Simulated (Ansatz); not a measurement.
Base system: WSi$_{2}$ (space group I4/mmm, No. 139; a = 3.202 Å, c = 7.818 Å; relaxed with 0.1 eV smearing).

Level of theory: PBEsol (Ansatz, a first-principles code), no SOC.

For the base:

The pressure is 0.0 GPa.

One thing is altered: the cell is scaled by 1.0100 in all directions, atoms relaxed at fixed cell.

Problem. What does the calculation give for the pressure and energy relative to the base after the change?

Solution. The pressure (mean of the normal stresses, compression positive) goes from zero to -6.5 GPa; the energy rises by 8.4 meV/atom.

The cells carry an imposed strain or load. Stability against distortions was not tested. All final runs are without spin polarisation.
